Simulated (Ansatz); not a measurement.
# HgF2: response to strain

Consider HgF$_{2}$ in the fluorite structure (space group Fm-3m, No. 225).

```cif
data_F2Hg
_chemical_formula_sum 'Hg1 F2'
_space_group_name_H-M_alt 'P 1'
_space_group_IT_number 1
_cell_length_a 3.91649
_cell_length_b 3.91649
_cell_length_c 3.91649
_cell_angle_alpha 60.000
_cell_angle_beta 60.000
_cell_angle_gamma 60.000
loop_
_space_group_symop_operation_xyz
  'x, y, z'
loop_
_atom_site_label
_atom_site_type_symbol
_atom_site_fract_x
_atom_site_fract_y
_atom_site_fract_z
_atom_site_occupancy
Hg1 Hg 0.00000 0.00000 0.00000 1
F1 F 0.25000 0.25000 0.25000 1
F2 F 0.75000 0.75000 0.75000 1
```

Strains are applied to the cell and any free atomic positions relax.

Method: PBEsol (Ansatz, a quantum-chemistry and plane-wave program; PAW; 420 eV plane waves; no SOC).

Candidates:
(a) isotropic strain +0.50 %
(b) isotropic strain +2.00 %
(c) isotropic strain +3.00 %
(d) isotropic strain −2.50 %
(e) isotropic strain +1.50 %

Notes on the quantities. energy relative to the base: free energy F.

Q: Order them by energy relative to the base, highest first.

A: (c) isotropic strain +3.00 % (+32 meV/atom), (d) isotropic strain −2.50 % (+28 meV/atom), (b) isotropic strain +2.00 % (+15 meV/atom), (e) isotropic strain +1.50 % (+8.5 meV/atom), (a) isotropic strain +0.50 % (+1.0 meV/atom)

Stability against distortions was not tested.
